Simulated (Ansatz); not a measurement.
Take GaAs in the zinc blende structure (space group F-43m, No. 216; a = 5.659 Å) as the base.

The other end (x = 1) is GaP in the zinc blende structure (space group F-43m, No. 216): 20.11 Å³/atom, gap 1.45 eV.

Computed with plane-wave PAW DFT at the PBEsol level (Ansatz, a first-principles code, 420 eV), spin-orbit coupling left out.

P replaces a fraction x of As; each row is one arrangement (x, atoms in the cell, starting space group or random), fully relaxed.

One change was made to it. Results:

The mean first-shell distances amounts to As–Ga 2.441 Å (end compound 2.450 Å), P–Ga 2.383 Å (end compound 2.355 Å); the band gap goes up by 0.304 eV to 0.73 eV; the deviation of the volume from the linear (Vegard-type) interpolation comes out as -0.1 %; the valence-band top at Γ (three highest levels, from the VBM) goes from 0.00, 0.00, 0.00 eV to 0.00, 0.00, -0.03 eV.

Q: Name the change that was made.
(A) x(P) = 0.75, 8 atoms, Amm2
(B) x(P) = 0.25, 8 atoms, P-4m2
(C) x(P) = 0.75, 8 atoms, Cm

A: B, x(P) = 0.25, 8 atoms, P-4m2. For comparison, the band gap in the other runs: x(P) = 0.75, 8 atoms, Cm gives 1.32 eV; x(P) = 0.75, 8 atoms, Amm2 gives 1.25 eV.

These are small ordered cells, not random alloys; other orderings at the same x differ. No phonon test of stability was made.
